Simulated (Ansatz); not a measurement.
Seebeck coefficient (μV/K, mean over directions) of p-type CdS (P6_3mc) against carrier density, r2SCAN with spin-orbit coupling, rigid bands run with Ansatz (a first-principles code). Computed gap 1.69 eV; densities at which minority carriers matter at this gap, or further valleys turn the trend, are left out. Conductivity mass 1.26 mₑ (harmonic mean over directions), N_v = 4.8e19 cm⁻³ at 300 K.

```csv
hole density,300 K,500 K
1e16 cm⁻³,(withheld),(withheld)
1e17 cm⁻³,777,855
1e18 cm⁻³,578,657
3e18 cm⁻³,484,562
1e19 cm⁻³,382,459
3e19 cm⁻³,291,366
1e20 cm⁻³,199,267
3e20 cm⁻³,128,183
1e21 cm⁻³,(withheld),105
```

**Question.** Complete the blanks.

**Answer.** 
- 1e16 cm⁻³, 300 K: 975
- 1e16 cm⁻³, 500 K: 1054
- 1e21 cm⁻³, 300 K: 67

Rigid bands with a gap fixed in temperature, one relaxation time for all states, no polarons or phonon drag, and whether or not such doping can be reached. Geometry: cell and atoms relaxed with PBEsol.
